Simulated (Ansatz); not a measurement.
**FeCo: Co → Al**

The parent structure is FeCo in the CsCl type structure (space group Pm-3m, No. 221; a = 2.845 Å; ferromagnetic).

Modification: full substitution Co → Al; the structure is relaxed again.

All numbers come from DFT with PBE, PAW potentials and a 420 eV plane-wave cutoff in Ansatz (a program for electronic structure), without spin-orbit coupling, earlier PAW set. Γ-centred 16×16×16 mesh, Fermi–Dirac width 0.05 eV.

```json
{
 "volume_per_atom": "11.87 Å³ (base 11.51 Å³)",
 "density": "5.79 g/cm³ (base 8.28 g/cm³)",
 "lattice_parameter_a": "287.4 pm (base 284.5 pm)",
 "space_group": "Pm-3m (No. 221) (base Pm-3m (No. 221))",
 "shortest_interatomic_distance": "248.9 pm (base 246.4 pm)",
 "band_gap": "zero (base zero)",
 "magnetic_state": "ferromagnetic (base ferromagnetic)",
 "largest_site_moment": "0.73 μB (base 2.81 μB)"
}
```

Final structure:

```yaml
crystal:
  lattice:
    - [2.87432, 0.00000, 0.00000]
    - [0.00000, 2.87432, 0.00000]
    - [0.00000, 0.00000, 2.87432]
  atoms:
    - { symbol: Fe, position: [0.00000, 0.00000, 0.00000] }
    - { symbol: Al, position: [0.50000, 0.50000, 0.50000] }
```

Other magnetic orders, which the real material may have, were not ruled out. Stability against distortions was not tested.
